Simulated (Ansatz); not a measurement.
## PBE against PBEsol: SnO2, Sn → Ti

The parent structure is SnO$_{2}$ in the rutile structure (space group P4_2/mnm, No. 136; a = 4.828 Å, c = 3.238 Å).

(Cell as relaxed with PBE.)

Levels (all Ansatz, a program for electronic structure, PAW, earlier PAW set): PBE (420 eV, without spin-orbit coupling); PBEsol (420 eV, no SOC).

Each level relaxes its own structure.

| base | PBE | PBEsol |
|---|---|---|
| volume per atom | 12.58 Å³ | 12.17 Å³ |
| lattice parameter a | 4.828 Å | 4.769 Å |
| band gap | 0.68 eV | 0.92 eV |

Modification: every Sn is replaced by Ti; the structure is relaxed again.

```tsv
quantity	PBE	PBEsol
shift of the gap caused by the change	+1.18 eV	?
shortest interatomic distance	1.958 Å	?
electron mass	0.58 mₑ along c, 1.2 mₑ across (at Γ)	?
```

**Question.** Predict the PBEsol column.

**Answer.** 
- shift of the gap caused by the change, PBEsol: +0.95 eV
- shortest interatomic distance, PBEsol: 1.942 Å
- electron mass, PBEsol: 0.54 mₑ along c, 1.1 mₑ across (at Γ)

PBE's shift of the gap caused by the change lies 0.23 eV above PBEsol's; PBE's shortest interatomic distance lies 0.016 Å above PBEsol's (0.8 %). Neither level is exact; PBEsol is the comparison here, not a measurement.

Effective masses come from finite differences of ±0.01 Å⁻¹. Stability against distortions was not tested. All final runs are without spin polarisation.
